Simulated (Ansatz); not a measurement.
Base system: YN in the rock salt structure (space group Fm-3m, No. 225; a = 4.856 Å).

Calculations: DFT with PBEsol, PAW potentials and a 420 eV plane-wave cutoff in Ansatz (a quantum-chemistry and plane-wave program), no spin-orbit coupling.

Before the change:

| Item | Value |
|---|---|
| Smallest direct gap | 0.45 eV |

Perturbation: every lattice vector is stretched by 0.50 %; the atoms relax in the strained cell.

Q: What happens to the smallest direct gap?

A: The smallest direct gap goes up by 0.04 eV, from 0.45 eV to 0.49 eV.

Q: How does this affect the energy relative to the base?

A: The energy rises by 1.7 meV/atom.

Stability against distortions was not tested. A zero or small gap of YN can be the functional's error rather than a property of the material.
